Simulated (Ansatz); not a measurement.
Cubic perovskite KMgF3, treated with revPBE (Ansatz, a program for electronic structure, plane waves, PAW).

Numerical settings: plane-wave cutoff 520 eV, 8×8×8 k mesh, Fermi–Dirac smearing 0.01 eV, scalar-relativistic PAW data made under PBE.

The cell is scaled about its equilibrium volume:

| V (Å³/atom) | P (GPa) | direct gap at Γ (eV) | smallest gap on the k mesh (eV) |
|---|---|---|---|
| 13.153 | 4.09 | 7.617 | 7.300 |
| 13.432 | 2.58 | 7.467 | 7.152 |
| 13.712 | 1.22 | 7.324 | 7.009 |
| 13.992 | 0.00 | 7.186 | 6.873 |
| 14.272 | -1.09 | 7.053 | 6.742 |
| 14.552 | -2.08 | 6.925 | 6.616 |
| 14.832 | -2.96 | 6.802 | 6.495 |

The fundamental gap (6.87 eV at the equilibrium volume, with added k points) lies elsewhere than Γ–Γ.

Note: the cell is over a tenth larger than the published one: the level's own overestimate first of all, though another phase or state, or a fault of the published cell, is possible.
